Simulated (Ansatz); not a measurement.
Base system: SnO₂ in the rutile structure (space group P4_2/mnm, No. 136; a = 4.722 Å, c = 3.190 Å).

The values are results of LDA (Ansatz, an electronic-structure program; PAW; 420 eV plane waves; no SOC), not measurements.

Base values:

| Property | Value |
|---|---|
| Electron mass | 0.18 mₑ along c, 0.20 mₑ across (at Γ) |
| Valence-band top at Γ | 0.00, -0.80, -0.80 eV |
| Pressure | 0.00 GPa |

The change: every lattice vector is shortened by 1.20 %; the atoms relax in the strained cell.

Q: Estimate the effect on the mean gap deformation potential ΔEg/Δln V.

A: The mean gap deformation potential ΔEg/Δln V comes out as -11.7 eV.

Q: Estimate the effect on the electron mass.

A: The electron mass changes from 0.18 mₑ along c, 0.20 mₑ across (at Γ) to 0.20 mₑ along c, 0.23 mₑ across (at Γ).

Q: Estimate the effect on the valence-band top at Γ.

A: The valence-band top at Γ (three highest levels, from the VBM) changes from 0.00, -0.80, -0.80 eV to 0.00, -0.84, -0.84 eV.

Q: How does this affect the pressure?

A: The pressure (mean of the normal stresses, compression positive) goes from zero to 8.39 GPa.

Q: What does the calculation give for the energy relative to the base after the change?

A: The energy goes up by 11 meV/atom.

Effective masses come from finite differences of ±0.01 Å⁻¹. Gaps are read on the SCF mesh and a high-symmetry path. Whether these cells are dynamically stable was not tested.
